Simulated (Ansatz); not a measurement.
## ZrSe2: stress against strain

ZrSe2 (1T layered, P-3m1, 22.586 Å³/atom and stress up to 0.01 GPa in the relaxed cell, c along z) under a strain ε along c (axis z), the other axes held. PBEsol-D3(BJ) in Ansatz, a plane-wave DFT program (PAW, default set), 420 eV, 18×18×10 Γ-centred mesh, Fermi-Dirac smearing 0.10 eV; ions are relaxed, or left where forces stay under 0.02 eV/Å, within the symmetry of each cell. Against the start cell, which lies near the measured one, the relaxed cell differs by -10.3 % in volume and -4.9 % in c; the values below rest on it. Stress is positive for a compressed cell.

Here s stands for strain and y for stress zz.

```csv
strain (%),stress zz (GPa)
-3.00,?
-1.50,1.38
-1.00,0.91
-0.50,0.43
0.00,0.00
0.50,-0.39
1.00,-0.73
1.50,-1.09
```

Question: Using a straight line, estimate the missing y at s = -3.00 from the other rows, showing the fit.

Answer: Means: s 0, y 0.073. About the means, the sum of products is -5.7550 and the sum of squares of s is 7.0000; the slope is their ratio. Least squares gives y = 0.073 - 0.8221·s. Residuals (row less fit): 0.074, 0.015, -0.054, -0.073, -0.052, 0.019, 0.070; standard error 0.066 (degrees of freedom: 5). The slope gives the elastic constant C33 = 82 ± 3 GPa (± standard error of the fit, which holds the terms cut off). At the withheld row, y = 0.073 - 0.8221 × (-3.0) = 2.539 GPa. The calculation gives 3.09 GPa, 0.551 GPa above the prediction (13.2 % of the range of y in the table). The row lies outside the fitted rows, so this is an extrapolation. From the scatter of the fitted rows alone, a prediction at this place has a standard error of 0.103 GPa, so the miss is 5.3 times that.

A polynomial of degree 2 through the 12 other runs of the series gives 3.06 there, so most of the miss is curvature that the fit leaves out. This level leaves no gap over 0.05 eV at strain -3.00, -1.50, -1.00, -0.50, 0.00, 0.50, 1.00, 1.50 %. Rows are the converged runs of the series near zero and its far end; series whose fitted rows scatter by over a few per cent of the range, as at a crossing or softening among them, aren't shown in this form, nor equations of state whose B0' disagrees with the runs' pressures. Most that stay on the fit to the last digits aren't either.
